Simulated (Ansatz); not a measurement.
Results of PBEsol in Ansatz (PAW) for ScOCl (P4/nmm, No. 129, 6 atoms in the cell; start mp-989195).

Run with plane-wave cutoff 520 eV, 10×10×6 k mesh (along the axes of the cell as run), Fermi–Dirac smearing 0.01 eV, scalar-relativistic PAW data made under PBE.

Cell (relaxed with PBE-D3(BJ)):

```
ScClO
1.0
    3.54296     0.00000     0.00000
    0.00000     3.54296     0.00000
    0.00000     0.00000     7.62589
Sc Cl O
2 2 2
Direct
  0.00000   0.50000   0.13935
  0.50000   0.00000   0.86065
  0.00000   0.50000   0.66794
  0.50000   0.00000   0.33206
  0.50000   0.50000   0.00000
  0.00000   0.00000   0.00000
```

Task: What does this level give for the band gap and smallest direct gap on the k points sampled?

Result: 
- band gap: 3.90 eV (indirect)
- smallest direct gap on the k points sampled: 4.01 eV

Note: cell and atoms aren't relaxed at this level (largest force component 0.27 eV/Å, pressure -1.7 GPa).

Computed values are for the static lattice.

Cost on a shared machine: around 60 core-seconds (rough).

A start named mp-… is a Materials Project structure, which need not be a measured phase.

Ansatz is a program for electronic structure.
